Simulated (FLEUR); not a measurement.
Band structure of Bi (R-3m, 2 atoms in the cell).

```
Bi
1.0
    4.16582    -2.27500     0.00000
    4.16582     2.27500     0.00000
    2.92342     0.00000     3.73943
Bi
2
Cartesian
  2.63368   0.00000   0.87503
  8.62137   0.00000   2.86440
```

Computed with PBE, all-electron FLAPW (FLEUR), scalar-relativistic valence.

Settings: Kmax = 3.8 1/bohr; GmaxXC = 15.2 1/bohr; xcFunctional = pbe; jspins = 1; l_soc = F; mode = hist; fermiSmearingEnergy = 0.00367493 Htr; mesh (inpgen div1-3) = 6 6 6; inpgen gamma flag = true; Gmax = 15.2 1/bohr; numbands = 0; maxIterBroyd = 15; imix = Anderson; alpha = 0.05.

The starting cell has typed, rounded lattice constants, without a prior relaxation at this level. Spin-orbit coupling is off. Values depend on the basis (sphere radii, cutoffs, local orbitals), which need not be converged.

Levels in eV from the Fermi level, bands 12 to 19:
```csv
point,12,13,14,15,16,17,18,19
Γ,-7.49,-1.48,-1.22,-1.22,2.48,2.94,2.94,5.63
L,-10.52,-1.33,-1.18,-0.27,-0.25,0.53,1.01,7.49
Z,-9.92,-0.93,-0.61,-0.61,0.67,0.67,0.73,6.98
F,-9.47,-4.67,-3.01,-2.90,2.36,4.91,5.40,6.73
P1,-9.93,-4.42,-2.45,-2.38,2.75,3.48,4.61,5.94
P,-9.93,-4.42,-2.45,-2.38,2.75,3.48,4.61,5.94
```
